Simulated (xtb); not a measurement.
xtb 6.7.1, GFN2-xTB: Sr(F)(NMe2) (C[N](C)[Sr][F]), 11 atoms. The geometry is a generated start, not checked to be a minimum at this level.

```json
{
 "method": "GFN2-xTB",
 "--acc": "1 (default)",
 "--etemp (K)": "300 (default)",
 "detailed input (--input)": "none: ANC optimiser, Lindh (1995) Hessian, microcycle=20, maxdispl=1.0, hlow=0.01 (default)",
 "basis_functions": "32",
 "valence_electrons": "28"
}
```

```xyz
11

Sr    -1.2074     1.6735    -1.4753
F     -0.1126     2.7701    -0.2617
N     -0.4947    -0.4396    -0.4167
C     -0.6808    -0.2751     0.9995
C      0.8934    -0.6852    -0.6948
H     -0.3519    -1.1864     1.5126
H     -0.0958     0.5637     1.4112
H     -1.7410    -0.1129     1.2136
H      1.5555     0.1188    -0.3282
H      1.1981    -1.6096    -0.1894
H      1.0373    -0.8171    -1.7708
```

The structure is relaxed from this start with --opt LEVEL for the levels crude, sloppy, loose, lax, normal, tight, vtight, extreme, once each. Up to the end of the extreme run atoms move by at most 0.14 Å along an axis.

Problem. Choose the cheapest level whose final energy lies within 1 meV of that of extreme.

Solution. normal: 10 cycles against 30, ending 0.51 meV above.

```json
[
 {"level": "crude", "cycles": "1", "energy above the extreme run (meV)": "3.1", "gradient norm (eV/Å)": "0.055"},
 {"level": "sloppy", "cycles": "1", "energy above the extreme run (meV)": "3.1", "gradient norm (eV/Å)": "0.055"},
 {"level": "loose", "cycles": "1", "energy above the extreme run (meV)": "3.1", "gradient norm (eV/Å)": "0.055"},
 {"level": "lax", "cycles": "1", "energy above the extreme run (meV)": "3.1", "gradient norm (eV/Å)": "0.055"},
 {"level": "normal", "cycles": "10", "energy above the extreme run (meV)": "0.51", "gradient norm (eV/Å)": "0.0082"},
 {"level": "tight", "cycles": "18", "energy above the extreme run (meV)": "0.073", "gradient norm (eV/Å)": "0.0031"},
 {"level": "vtight", "cycles": "27", "energy above the extreme run (meV)": "under 0.01", "gradient norm (eV/Å)": "0.0012"},
 {"level": "extreme", "cycles": "30", "energy above the extreme run (meV)": "—", "gradient norm (eV/Å)": "0.00085"}
]
```
